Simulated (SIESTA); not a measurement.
Input and output of a self-consistent single point for Cu3N (Pm-3m, 4 atoms in the cell) (SIESTA)

Method of the run: GGA PBE, numerical atomic orbitals DZP, PseudoDojo PBE standard norm-conserving potentials (rewritten from UPF to PSML) in SIESTA.

The input file:

```
# files in the folder: Cu.psml N.psml (PseudoDojo PBE standard)
SystemName  Cu3N
SystemLabel Cu3N

NumberOfAtoms                4
NumberOfSpecies              2
%block ChemicalSpeciesLabel
  1 29 Cu
  2 7 N
%endblock ChemicalSpeciesLabel
LatticeConstant              1.0 Ang
%block LatticeVectors
     3.749860000    0.000000000    0.000000000
     0.000000000    3.749860000    0.000000000
     0.000000000    0.000000000    3.749860000
%endblock LatticeVectors
AtomicCoordinatesFormat      Bohr
%block AtomicCoordinatesAndAtomicSpecies
     0.000000000    0.000000000    3.543104203  1
     3.543104203    0.000000000    0.000000000  1
     0.000000000    3.543104203    0.000000000  1
     0.000000000    0.000000000    0.000000000  2
%endblock AtomicCoordinatesAndAtomicSpecies

XC.functional                GGA
XC.authors                   PBE
PAO.BasisSize                DZP
PAO.EnergyShift              0.005 Ry
MeshCutoff                   300 Ry
%block kgrid.MonkhorstPack
    6   0   0  0.0
    0   6   0  0.0
    0   0   6  0.0
%endblock kgrid.MonkhorstPack
OccupationFunction           FD
ElectronicTemperature        1578.21 K

MaxSCFIterations             150
SCF.Mixer.Method             Pulay
SCF.Mixer.Weight             0.2
SCF.Mixer.History            6
SCF.DM.Tolerance             1.0E-04
Diag.ParallelOverK           true
WriteForces                  true
Charge.Mulliken              end
```

Output, abridged:

```
reinit: Reading from file input.fdf

reinit: System Name: Cu3N
reinit: System Label: Cu3N

coor:   Atomic-coordinates input format  =     Cartesian coordinates
coor:                                            (in Bohr units)

siesta: Atomic coordinates (Bohr) and species
siesta:      0.00000   0.00000   3.54310  1        1
siesta:      3.54310   0.00000   0.00000  1        2
siesta:      0.00000   3.54310   0.00000  1        3
siesta:      0.00000   0.00000   0.00000  2        4

siesta: System type = bulk

initatomlists: Number of atoms, orbitals, and projectors:      4    70    62

siesta: ******************** Simulation parameters ****************************
redata: Spin configuration                          = none
redata: Time-Reversal Symmetry                      = T
redata: Number of Atomic Species                    =        2
redata: Mesh Cutoff                                 =   300.0000 Ry
redata: Net charge of the system                    =     0.0000 |e|
redata: Min. number of SCF Iter                     =        0
redata: Max. number of SCF Iter                     =      150
redata: SCF convergence failure will abort job
redata: SCF mix quantity                            = Hamiltonian
redata: Mix DM or H after convergence               =   F
redata: Recompute H after scf cycle                 =   F
redata: Mix DM in first SCF step                    =   T
redata: No kicks to SCF
redata: DM Mixing Weight for Kicks                  =     0.5000
redata: Require Harris convergence for SCF          =   F
redata: Harris energy tolerance for SCF             =     0.000100 eV
redata: Require DM convergence for SCF              =   T
redata: DM tolerance for SCF                        =     0.000100
redata: Require EDM convergence for SCF             =   F
redata: EDM tolerance for SCF                       =     0.001000 eV
redata: Require H convergence for SCF               =   T
   [... lines left out ...]
diag: Parallel distribution                         =     1 x     1
diag: Used triangular part                          = Lower
diag: Absolute tolerance                            =  0.100E-15
diag: Orthogonalization factor                      =  0.100E-05
diag: Memory factor                                 =  1.0000

superc: Internal auxiliary supercell:     5 x     5 x     5  =     125
superc: Number of atoms, orbitals, and projectors:    500   8750   7750

                        Single-point calculation

superc: Internal auxiliary supercell:     5 x     5 x     5  =     125
superc: Number of atoms, orbitals, and projectors:    500   8750   7750

outcell: Unit cell vectors (Ang):
        3.749860    0.000000    0.000000
        0.000000    3.749860    0.000000
        0.000000    0.000000    3.749860

outcell: Cell vector modules (Ang)   :    3.749860    3.749860    3.749860
outcell: Cell angles (23,13,12) (deg):     90.0000     90.0000     90.0000
outcell: Cell volume (Ang**3)        :     52.7285
new_DM -- step:     1
Initializing Density Matrix...

Attempting to read DM from file... Failed...
DM filled with atomic data:

InitMesh: MESH = 40 x 40 x 40 = 64000
InitMesh: Mesh cutoff (required, used) =   300.000   314.479 Ry

stepf: Fermi-Dirac step function
        iscf     Eharris(eV)        E_KS(eV)     FreeEng(eV)     dDmax    Ef(eV) dHmax(eV)
   scf:    1   -15575.562730   -15702.512872   -15702.604198  1.610199  1.654201 28.927938
   scf:    2   -15779.554223   -15755.678708   -15755.712064  1.217087 -1.497668  4.715138
   scf:    3   -15757.576371   -15756.994734   -15757.014906  0.143385 -1.931438  0.752756
   scf:    4   -15757.028302   -15757.014300   -15757.033538  0.014560 -1.991432  0.371698
   scf:    5   -15757.014268   -15757.018054   -15757.037457  0.058102 -2.175350  0.200386
   scf:    6   -15757.014409   -15757.018048   -15757.039134  0.010934 -2.153412  0.103644
   scf:    7   -15757.017252   -15757.017676   -15757.038859  0.003985 -2.161850  0.116093
   scf:    8   -15757.020286   -15757.019333   -15757.039736  0.009166 -2.166431  0.009086
   scf:    9   -15757.019228   -15757.019282   -15757.039741  0.000491 -2.165737  0.000782
   scf:   10   -15757.019276   -15757.019279   -15757.039741  0.000036 -2.165630  0.000018
SCF Convergence by DM+H criterion
max |DM_out - DM_in|         :     0.0000362140
max |H_out - H_in|      (eV) :     0.0000180603
SCF cycle converged after 10 iterations

Using DM_out to compute the final energy and forces

siesta: E_KS(eV) =           -15757.0193

siesta: E_KS - E_eggbox =    -15757.0193

siesta: Atomic forces (eV/Ang):
     1    0.000000    0.000000   -0.000000
     2   -0.000000    0.000000    0.000000
     3    0.000000   -0.000000    0.000000
     4    0.000000    0.000000    0.000000
   Tot   -0.000000   -0.000000   -0.000000
   Max    0.000000
   Res    0.000000    sqrt( Sum f_i^2 / 3N )
   Max    0.000000    constrained

Stress tensor Voigt[x,y,z,yz,xz,xy] (kbar):      -93.18      -93.18      -93.18       -0.00       -0.00        0.00
(Free)E + p*V (eV/cell)   -15753.9732
Target enthalpy (eV/cell)   -15757.0397

siesta: Program's energy decomposition (eV):
siesta: Ebs     =     -2246.018927
siesta: Eions   =     19442.751886
siesta: Ena     =      1033.246067
siesta: Ekin    =      7302.579955
siesta: Enl     =     -2754.437367
siesta: Eso     =         0.000000
siesta: Edftu   =         0.000000
siesta: DEna    =        86.420859
siesta: DUscf   =         5.268130
siesta: DUext   =         0.000000
siesta: Ex      =     -1885.898877
siesta: Ec      =      -101.446159
siesta: Exc     =     -1987.345037
siesta: Eharris =    -15757.019276
siesta: Etot    =    -15757.019279
siesta: FreeEng =    -15757.039741

siesta: Stress tensor (static) (eV/Ang**3):
siesta:    -0.058158    0.000000   -0.000000
siesta:     0.000000   -0.058158   -0.000000
siesta:    -0.000000   -0.000000   -0.058158

siesta: Cell volume =         52.728469 Ang**3

siesta: Pressure (static):
siesta:                Solid            Molecule  Units
siesta:           0.00063342          0.00063342  Ry/Bohr**3
siesta:           0.05815781          0.05815781  eV/Ang**3
siesta:          93.17907735         93.17908008  kBar

mulliken: Atomic and Orbital Populations:

Species: Cu
Atom  Qatom  Qorb
               3s      4s      4s      3py     3pz     3px     4py     4pz
               4px     3dxy    3dyz    3dz2    3dxz    3dx2-y2 3dxy    3dyz
               3dz2    3dxz    3dx2-y2
   1 18.403   1.973   0.602  -0.229   2.002   1.985   2.002   0.201   0.147
              0.201   1.837   1.818   1.639   1.818   1.800   0.129   0.126

              0.083   0.126   0.141
   2 18.403   1.973   0.602  -0.229   2.002   2.002   1.985   0.201   0.201
              0.147   1.818   1.837   1.760   1.818   1.680   0.126   0.129

              0.127   0.126   0.098
   3 18.403   1.973   0.602  -0.229   1.985   2.002   2.002   0.147   0.201
              0.201   1.818   1.818   1.760   1.837   1.680   0.126   0.126

              0.127   0.129   0.098

Species: N
Atom  Qatom  Qorb
               2s      2s      2py     2pz     2px     2py     2pz     2px
               3Pdxy   3Pdyz   3Pdz2   3Pdxz   3Pdx2-y2
   4  6.791   1.838  -0.178   2.238   2.238   2.238  -0.577  -0.577  -0.577
              0.031   0.031   0.026   0.031   0.026

mulliken: Qtot =       62.000

Mulliken Atomic Populations:
Atom #   charge [q] valence [e]  Species
     1     0.597119   18.402881  Cu
     2     0.597118   18.402882  Cu
     3     0.597119   18.402881  Cu
     4    -1.791356    6.791356  N
 Total     0.000000
```

The run converged in 10 iterations.

The starting cell comes from a database of computed structures (which also holds hypothetical and non-ambient phases and stackings), without a prior relaxation at this level. Its lattice was rescaled by a random factor within 2.5 % of one. Spin polarisation is off. Values carry the incompleteness of an atom-centred basis. With a pressure of about 9 GPa the cell is away from its equilibrium volume at this level.
